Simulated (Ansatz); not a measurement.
# Converging the plane-wave cutoff: Ba4As2O (I4mm, 7 atoms in the cell)

```
CELL_PARAMETERS angstrom
     -2.59327     2.59327     8.67609
      2.59327    -2.59327     8.67609
      2.59327     2.59327    -8.67609
ATOMIC_POSITIONS crystal
  Ba 0.67827 0.67827 0.00000
  Ba 0.32461 0.32461 0.00000
  Ba 0.50000 0.00000 0.50000
  Ba 0.00000 0.50000 0.50000
  As 0.86438 0.86438 0.00000
  As 0.13562 0.13562 0.00000
  O  0.50000 0.50000 0.00000
```

Level of theory: PBEsol, default PAW files made with PBE (plane waves; Ansatz, a program for electronic structure).

Base settings: basis.ecutwfc = 420 eV; kpoints.mp_grid.grid = 3 3 3; hamiltonian.xc = pbesol; hamiltonian.pseudopotentials = {kind: paw} (the program's default PAW files); scf.occupations.method = fixed.

The second cell is the first with its lattice scaled by 0.98.

The mesh stays at the base's, so the ladder's end is converged at best in this setting alone.

The first pressure column holds Ansatz's estimate of the finite-basis (Pulay) stress, which hides part of the cutoff error; the other is without it.

Only quantities that move along the ladder and can be compared are tabulated.

The count of work is k-points × plane waves × bands × iterations; it is no time. 

The starting cell comes from a database of computed structures (which also holds hypothetical and non-ambient phases and stackings), without a prior relaxation at this level. Its lattice was rescaled by up to half a per cent. One atom was moved a little off its site on purpose.

| basis.ecutwfc | free energy less the last step's (meV/atom) | energy of the compressed cell less the first (meV/atom) | pressure (GPa) | pressure without the Pulay estimate (GPa) | largest difference of a force vector from the last step's (eV/Å) | count of work / last |
|---|---|---|---|---|---|---|
| 145 eV | 11585.78 | 106.80 | -2.74 | -151.39 | 0.097 | 0.071 |
| 170 eV | 5827.21 | 29.77 | -3.01 | -89.51 | 0.241 | 0.089 |
| 190 eV | 3362.91 | -3.16 | -2.00 | -60.60 | 0.126 | 0.11 |
| 210 eV | 1854.05 | 14.36 | -1.61 | -40.04 | 0.073 | 0.12 |
| 230 eV | 984.37 | -9.76 | -1.69 | -25.45 | 0.056 | 0.14 |
| 250 eV | 506.50 | -9.56 | -1.94 | -15.56 | 0.030 | 0.14 |
| 295 eV | 107.00 | -9.66 | -1.83 | -5.39 | 0.004 | 0.16 |
| 335 eV | 27.05 | -9.52 | -1.91 | -2.90 | 0.002 | 0.22 |
| 380 eV | 5.44 | -8.94 | -1.89 | -2.13 | 0.000 | 0.23 |
| 420 eV | 1.26 | -9.00 | -1.89 | -1.95 | 0.000 | 0.27 |
| 460 eV | 0.40 | -9.00 | -1.89 | -1.90 | 0.000 | 0.31 |
| 505 eV | 0.24 | -8.99 | -1.89 | -1.89 | 0.000 | 0.35 |
| 565 eV | 0.17 | -9.00 | -1.89 | -1.89 | 0.000 | 0.42 |
| 630 eV | 0.12 | -9.00 | -1.89 | -1.89 | 0.000 | 0.50 |
| 735 eV | 0.10 | -9.00 | -1.89 | -1.89 | 0.000 | 0.62 |
| 840 eV | 0.06 | -9.00 | -1.89 | -1.89 | 0.000 | 0.76 |
| 1010 eV | 0.00 | -9.00 | -1.89 | -1.89 | 0.000 | 1.0 |

Coarsest basis.ecutwfc that holds the forces within 0.02 eV/Å of the last step, with all finer ones: 295 eV, at 0.16 of the last step's count of work; the step before is off by 0.030 eV/Å.

Coarsest basis.ecutwfc that holds the free energy within 1 meV/atom of the last step, with all finer ones: 460 eV, at 0.31 of the last step's count of work; the step before is off by 1.3 meV/atom.

Coarsest basis.ecutwfc that holds the energy of the compressed cell less the first within 2 meV/atom of the last step, with all finer ones: 230 eV, at 0.14 of the last step's count of work; the step before is off by 23 meV/atom.

The energy difference between the two cells stays within 1 meV/atom of the last step's from 230 eV on, the total only from 460 eV on: much of the error is common to both cells and cancels.

At the lowest cutoff the pressure without the Pulay estimate lies 150 GPa under the last step's, the usual sign of Pulay stress in an incomplete plane-wave basis.

Keys are those of Ansatz 0.2.
